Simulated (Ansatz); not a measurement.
Amorphous Al₂₈O₄₅Y₂, 75 atoms at 3.27 g/cm³, one PBE-relaxed geometry, zone centre. Methods: PBE, scalar-relativistic without spin-orbit coupling (Ansatz, a program for electronic structure); r2SCAN, scalar-relativistic without spin-orbit coupling (Ansatz); HSE06, scalar-relativistic without spin-orbit coupling (Ansatz). Plane waves to 420 eV (r2SCAN 500 eV); exact exchange is cut at the cell's faces. At PBE the levels at the filled edge of the gap are localised (band-tail or defect states), and the nearest spread-out levels lie 4.2 eV apart at the zone centre. All rungs ran without spin polarisation.

The cell was made by melting and quenching with the CHGNet potential and then relaxed with DFT. O atoms were pushed apart under 1.9 Å during the dynamics, to hinder bonds among them. The hot cell started wider than the set density and was brought back towards it in steps. It is the lowest in DFT energy of 2 quenches. It is a model cell: composition and starting density were chosen by hand, and all elements were melted together. No dispersion term was used. Its density started from a set value of 3.27 and ended at 3.27 g/cm³. The simulated quench (nominally 280 K/ps over its main leg) is rapid and tends to freeze in more defects than a deposited or slowly cooled glass has. One small periodic cell is one sample of the glass; other quenches scatter about these values. The volume was held where the preparation left it, at a PBE pressure of 1.5 GPa. Stress components on the final sampling reach 2.5 GPa.

The relaxation ran on the zone centre alone. At PBE the level gap is 3.70 eV on a 2×2×2 Γ-centred mesh, and the spacing at the zone centre alone 3.70 eV.

Q: What zone-centre spacing does r2SCAN give, roughly?

A: 4.31 eV (+0.61 eV against PBE).

Q: What zone-centre spacing does HSE06 give, roughly?

A: 5.37 eV (+1.67 eV against PBE).

The highest filled and the lowest empty state spread over these numbers of atoms (participation numbers): PBE: 4.7 and 65.0; r2SCAN: 4.2 and 63.6; HSE06: 3.9 and 64.3.
